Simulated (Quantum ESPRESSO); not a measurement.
## σyy against uniaxial strain in bcc W (space group 229): C12 (Quantum ESPRESSO, LDA)

```xyz
1
Lattice="-1.5451 1.5687 1.5687 1.5451 -1.5687 1.5687 1.5451 1.5687 -1.5687" Properties=species:S:1:pos:R:3 pbc="T T T"
W      0.0000     0.0000     0.0000
```

Computed with LDA (PZ), GBRV 1.5 ultrasoft (LDA) pseudopotentials (plane waves; Quantum ESPRESSO). Settings: ecutwfc = 52 Ry; ecutrho = 416 Ry; occupations = smearing; smearing = fd; degauss = 0.0036749 Ry; potentials = {W: w_lda_v1.2.uspp.F.UPF}; K_POINTS = automatic 38 38 38 0 0 0; conv_thr = 1e-10 Ry; mixing_beta = 0.4. The cell above is the first row's. The rows stretch one cube axis (x) by the strain ε and hold the other two. Stress is positive in tension. In all rows the k mesh is held.

| ε (%) | σyy (GPa) |
|---|---|
| -1.5 | -3.08 |
| -1.0 | -1.90 |
| -0.5 | -0.76 |
| 0.0 | 0.35 |
| 0.5 | 1.44 |
| 1.0 | 2.49 |
| 1.5 | 3.53 |
| 2.0 | ? |

Question: Fit σyy against ε with a parabola, and predict the withheld value at ε = 2.0.

Answer: Least squares gives σyy = 0.352 + 2.2007·ε - 0.0567·ε². Residuals (row less fit): -0.003, 0.005, 0.003, -0.002, 0.002, -0.006, 0.005; standard error 0.005 (degrees of freedom: 4). The slope at ε = 0, 2.2007 GPa per cent, gives C12 ≈ 100 × 2.2007 = 220 GPa, for the static lattice. At the withheld row, σyy = 0.352 + 2.2007 × 2.0 - 0.0567 × 2.0² = 4.527 GPa. The calculation gives 4.53 GPa, which the fit meets to the printed digits. The row lies outside the fitted rows, so this is an extrapolation. From the scatter of the fitted rows alone, a prediction at this place has a standard error of 0.010 GPa, so the miss is 0.3 times that.

Carrying the step between the two nearest rows on in a straight line would have given 4.57, off by 0.04; series whose last step already gives the withheld value aren't shown. The reference cell has the volume at which an earlier scan in this program and functional put its minimum by a fit. The unstrained cell stands at a pressure of -0.35 GPa, and the constants belong to that pressure. Spin polarisation is off. Spin-orbit coupling is off. Without a gap such slopes are sensitive to mesh and smearing. Cutoffs and mesh are single choices, not tested for convergence of this quantity. Series with a scatter that would blur these digits, or in which a gap closes, are not shown. Strain series were run only where this level's volume lies within 10 % of a first guess from the measured size.
